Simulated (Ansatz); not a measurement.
**A computed series for Ta: element substitutions**

Base system: Ta in the bcc (W type) structure (space group Im-3m, No. 229; a = 3.2820 Å).

Each row replaces one element on all its sites; cell and atoms are relaxed.

The values are results of PBEsol/PAW in Ansatz (a program for electronic structure), no spin-orbit coupling, not measurements.

```
variant  shortest interatomic distance      density
-------  -----------------------------  -----------
base                          284.2 pm  17.00 g/cm³
Ta → V                        256.2 pm   6.53 g/cm³
Ta → Al                       278.3 pm   2.70 g/cm³
Ta → Re                       267.2 pm  21.06 g/cm³
Ta → Nb                       283.3 pm   8.81 g/cm³
```

No phonon test of stability was made. For Al and Re in this form, whether it has been made was not checked. Seeded moments were not kept for Ta → V. All final runs are without spin polarisation. This is not the structure that Al has at room temperature and ambient pressure. This is not the structure that Re has at room temperature and ambient pressure.
